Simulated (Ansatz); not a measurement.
The reference is GaP in the zinc blende structure (space group F-43m, No. 216; a = 5.391 Å). Axes: x, y, z lie along the cube axes.

Level of theory: LDA/PAW in Ansatz (a first-principles code), scalar-relativistic without spin-orbit coupling.

Modification: the cell is compressed by 2.00 % along z with no lateral relaxation, atoms relaxed at fixed cell.

### Question
Predict the stress tensor and what it implies for the stiffness.

### Answer
Stress of the strained cell less that of the base (GPa, compression positive):
```
   1.38    0.00    0.00
   0.00    1.38    0.00
   0.00    0.00    2.91
```

Then −Δσ_ii/ε with ε = -0.0200 gives secant stiffness values (nonlinear terms included at this strain): C33 ≈ 145 GPa, C13 ≈ 69 GPa and C23 ≈ 69 GPa.

Gaps are read on the SCF mesh and a high-symmetry path. Stability against distortions was not tested.
